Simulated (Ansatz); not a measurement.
System: CsSnI₃ (P4/mbm, No. 127, 10 atoms in the cell; start COD 4117958; high-temperature phase). Method: HSE06 (plane waves, PAW; Ansatz, an electronic-structure program).

Settings: plane-wave cutoff 460 eV, 4×4×4 k mesh, Fermi–Dirac smearing 0.01 eV, scalar-relativistic PAW data made under PBE.

Cell (relaxed at this level):

```cif
data_Cs2I6Sn2
_chemical_formula_sum 'I6 Sn2 Cs2'
_space_group_name_H-M_alt 'P4/mbm'
_space_group_IT_number 127
_space_group_name_Hall '-P 4 2ab'
_cell_length_a 8.69829
_cell_length_b 8.69829
_cell_length_c 6.34450
_cell_angle_alpha 90.000
_cell_angle_beta 90.000
_cell_angle_gamma 90.000
loop_
_atom_site_label
_atom_site_type_symbol
_atom_site_symmetry_multiplicity
_atom_site_Wyckoff_symbol
_atom_site_fract_x
_atom_site_fract_y
_atom_site_fract_z
_atom_site_occupancy
I1 I 2 a 0.00000 0.00000 0.00000 1
I2 I 4 h 0.30211 0.19789 0.50000 1
Sn1 Sn 2 b 0.50000 0.50000 0.50000 1
Cs1 Cs 2 d 0.00000 0.50000 0.00000 1
```

Give the computed band gap and Γ–Γ gap.


- band gap = 0.90 eV (on the SCF k mesh)
- Γ–Γ gap = 2.29 eV

Note: the relaxation could not lower the start's symmetry, so the cell can be a saddle point above a distorted one.

Spin–orbit coupling is not included; with these elements it can move the gap by several tenths of an eV or more.

Static lattice: no zero-point or thermal effects.
